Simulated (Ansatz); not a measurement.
We consider antifluorite Mg2C (high-pressure phase), described by PBE (plane waves, PAW; Ansatz, a quantum-chemistry and plane-wave program).

Run with plane-wave cutoff 520 eV, 12×12×12 k mesh, perturbation theory, scalar-relativistic PAW data made under PBE.

Computed at the level's own relaxed cell.

Mg₂C is modelled in the cubic space group Fm-3m (No. 225), the anti-fluorite structure, Pearson symbol cF12. Lattice parameters: a = 5.460 Å, b = 5.460 Å, c = 5.460 Å, α = 90.00°, β = 90.00°, γ = 90.00°. Mg on 8c sees 4 C at 2.364 Å (tetrahedral). C on 4a sees 8 Mg at 2.364 Å (cubic). (Neighbours: up to the widest gap in distance over summed covalent radii, below 1.35, at either atom; cation-cation and far metal-metal contacts left out.)
(The calculation used a cell of 3 atoms; values per cell refer to that cell.)

Harmonic phonon frequencies (cm⁻¹; i marks an imaginary mode; at Γ without the LO shift):

| q point | frequencies |
|---|---|
| Γ | 0 0 0 367 367 367 390 390 390 |
| X | 62 126 126 385 385 408 408 473 475 |
| L | 260 260 286 294 294 363 384 384 486 |

No imaginary mode appears at these points.

Note: the run warned that the k mesh is coarse for the response to a field.
